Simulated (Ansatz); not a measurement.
Base system: CdTe in the zinc blende structure (space group F-43m, No. 216; a = 6.4892 Å).

Levels (all Ansatz, a quantum-chemistry and plane-wave program, PAW): PBEsol (420 eV, scalar-relativistic without spin-orbit coupling); r2SCAN (500 eV, without spin-orbit coupling); HSE06 (420 eV, without spin-orbit coupling).

At the geometry relaxed with PBEsol, these levels gave the following band gaps, in shuffled order: (a) 1.27 eV, (b) 0.65 eV, (c) 1.62 eV.

Match each gap to its level.

(a) r2SCAN; (b) PBEsol; (c) HSE06.

Single points use the geometry relaxed with PBEsol. Spin-orbit coupling, missing from the scalar runs, can matter with Te. Whether these cells are dynamically stable was not tested.
